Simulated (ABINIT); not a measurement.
A self-consistent single point of Ta (Im-3m, 1 atom in the cell) with ABINIT.

Method of the run: PBE, norm-conserving pseudopotentials (PseudoDojo nc-sr-05 PBE standard) (plane waves; ABINIT).

```
Ta
1.0
   -1.65825     1.65825     1.65825
    1.65825    -1.65825     1.65825
    1.65825     1.65825    -1.65825
Ta
1
Direct
  0.00000   0.00000   0.00000
```

Reference input (self-consistent single point, DFT, PBE, plane waves, norm-conserving pseudopotentials (PseudoDojo nc-sr-05 PBE standard)): pseudos = [Ta.upf]; ecut = 29 Ha; occopt = 7; tsmear = 0.00367493 Ha; ngkpt = 10 10 10; nshiftk = 1; shiftk = 0 0 0; potentials = PseudoDojo nc-sr-05 PBE standard; nband = 12; kptopt = 1; nstep = 80; tolvrs = 1e-10. This run's input differs from it in these lines:

```diff
@@ -15,6 +15,6 @@
 occopt 7
-tsmear 0.00367493
+tsmear 0.00183747
 nband 12
 kptopt 1
-ngkpt 10 10 10
+ngkpt 15 15 15
 nshiftk 1
```

Output (repeated stretches shortened):

```
--- !BeginCycle
solver: {iscf: 7, nstep: 80, nline: 4, wfoptalg: 0, }
tolerances: {tolvrs: 1.00E-10, }
...

     iter   Etot(hartree)      deltaE(h)  residm     vres2
 ETOT  1  -65.083072884496    -6.508E+01 1.636E-01 1.926E+01
 ETOT  2  -65.103283950385    -2.021E-02 1.869E-02 1.469E+00
 ETOT  3  -65.103578492676    -2.945E-04 2.306E-03 1.411E-03
 ETOT  4  -65.103578787103    -2.944E-07 1.700E-03 1.047E-05
 ETOT  5  -65.103578789106    -2.003E-09 8.011E-04 7.674E-08
 ETOT  6  -65.103578789118    -1.276E-11 1.676E-03 3.614E-11
 At SCF step    6       vres2   =  3.61E-11 < tolvrs=  1.00E-10 =>converged.

 Cartesian components of stress tensor (hartree/bohr^3)
  sigma(1 1)= -3.51029050E-06  sigma(3 2)=  0.00000000E+00
  sigma(2 2)= -3.51029050E-06  sigma(3 1)=  0.00000000E+00
  sigma(3 3)= -3.51029050E-06  sigma(2 1)=  0.00000000E+00

 ----iterations are completed or convergence reached----

 reduced coordinates (array xred) for    1 atoms
       0.000000000000      0.000000000000      0.000000000000
 cartesian forces (eV/Angstrom) at end:
    1     -0.00000000000000    -0.00000000000000    -0.00000000000000
 frms,max,avg= 0.0000000E+00 0.0000000E+00   0.000E+00  0.000E+00  0.000E+00 e/A
 length scales=  1.000000000000  1.000000000000  1.000000000000 bohr
              =  0.529177208590  0.529177208590  0.529177208590 angstroms
   [... lines left out ...]
 Fermi (or HOMO) energy (eV) =  13.39323   Average Vxc (eV)= -13.02674
   [... lines left out ...]
total_energy        : -6.51035787891184E+01
total_energy_eV     : -1.77155847309046E+03
band_energy         : -6.31774371375058E+00
...

-Cartesian components of stress tensor (GPa)         [Pressure=  1.0328E-01 GPa]
- sigma(1 1)= -1.03276295E-01  sigma(3 2)=  0.00000000E+00
- sigma(2 2)= -1.03276295E-01  sigma(3 1)=  0.00000000E+00
- sigma(3 3)= -1.03276295E-01  sigma(2 1)=  0.00000000E+00

 Calculation completed.
```

The run converged in 6 iterations. Against the reference run the free energy rises by 3.6 meV/atom and the pressure goes from 1.89 to 0.10 GPa.

The starting cell has typed, rounded lattice constants, without a prior relaxation at this level. Its lattice was rescaled by up to half a per cent. Spin polarisation is off.

Cost on one core of a shared machine: roughly 60 s.
